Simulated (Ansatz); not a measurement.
Si vacancy (V_Si) in 4H silicon carbide (start: the Si(h) site; 96-site cell, 2×2×2 shifted sampling). Method: PBE, PAW (plane waves to 420 eV; Ansatz, a first-principles code). Total energies of the localised charge states, counted from that of charge 0, and their image corrections (point charge with alignment); the host's valence-band maximum lies at 9.362 eV on the cells' energy zero and its gap is 2.23 eV.

```tsv
charge	moment (μB)	E − E(first) (eV)	correction (eV)
0	2.0	0.000	0.000
−1	3.0	9.638	0.409
−2	2.0	19.938	1.161
```

**Question.** Derive the transition levels above the valence-band maximum and say which of them are thermodynamic.

**Answer.** A level is the Fermi energy at which two charges have equal formation energy: ε(q/q′) = [E(q′) + corr(q′) − E(q) − corr(q)] / (q − q′) − E_VBM.
ε(0/−1) = [(9.638 + 0.409) − (0.000 + 0.000)] / 1 − 9.362 = 0.68 eV
ε(−1/−2) = [(19.938 + 1.161) − (9.638 + 0.409)] / 1 − 9.362 = 1.69 eV
Thermodynamic levels at least 0.1 eV inside the gap: (0/−1) at 0.68 eV; (−1/−2) at 1.69 eV. Corrections reach 1.16 eV, so the outer levels may be off by several tenths of an eV. Only the charges listed were compared. Charge +1 has its level within 0.1 eV of a band edge or past it. Charge −3 has its level within 0.1 eV of a band edge or past it. Flagged in the runs: a doubtful potential alignment, a host whose relaxation on this sampling wasn't shown to rest.
